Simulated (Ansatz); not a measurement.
Functionals compared on the (101) surface of tetragonal indium in its 1x1 cell, outermost plane spacing 2.76 Å in the ideal cut, in Ansatz (plane waves, PAW). The structure was relaxed with PBE; the other rows are single points on it, each with its references at the same level. Cutoff 420 eV (500 eV for r2SCAN).

Set-up: 5 atoms, 11.1 Å thick at the start; mesh 13x13x1; 0.1 eV smearing; dipole correction on; all atoms relaxed; symmetry of the start imposed; no spin, no spin-orbit, no U. These notes are the PBE run's.

| functional | surface energy (J/m²) | work function of the top face (eV) | rough cost of the single point |
|---|---|---|---|
| PBE | 0.31 | 3.85 | – |
| LDA | 0.49 | 4.14 | about 11 core-seconds (a rough figure) |
| PBEsol | 0.44 | 3.95 | around 11 core-seconds (rough) |
| RPBE | 0.21 | 3.72 | around 12 core-seconds (rough) |
| r2SCAN | 0.37 | 3.93 | very roughly 26 core-seconds |

Ansatz is an electronic-structure program.
